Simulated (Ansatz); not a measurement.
Structures of equal composition on the (111)B surface of zinc-blende InAs (As plane on top): 2x2 In adatom at H3; 2x2 In adatom at T1; 2x2 In adatom at T4. The slabs share one bottom face, and each structure is named by its start. These are constructed structures in small cells; real faces may alloy, dewet or reconstruct in larger ones, and not all known structures of the face are among them. Slabs of about 15 Å with all that they carry, Fermi-Dirac smearing of 0.025 eV. Bottom of the slabs: H caps. Relaxed from the named starts with such symmetry as they have, on meshes of like density; energies extrapolated to zero smearing; no spin-orbit coupling, no U. Spin-polarised runs, if any, are marked in brackets, and their order is one that fits the cell; the others ran without spin. Where a second, spin-polarised start was run, the lower counts.

Host crystal: zinc-blende InAs, a metal or without a clear band gap (PBE, scalar-relativistic without spin-orbit coupling).

These are PBE (plane waves to 420 eV, PAW; Ansatz, a first-principles code) values and carry that method's errors.

Problem. Put the candidates in order of energy per 1x1 cell, lowest first, for PBE.

Solution. 2x2 In adatom at H3 (0.000 eV, no gap over 0.04 eV on the mesh), 2x2 In adatom at T4 (0.038 eV, no gap over 0.04 eV on the mesh), 2x2 In adatom at T1 (0.284 eV, no gap over 0.04 eV on the mesh)
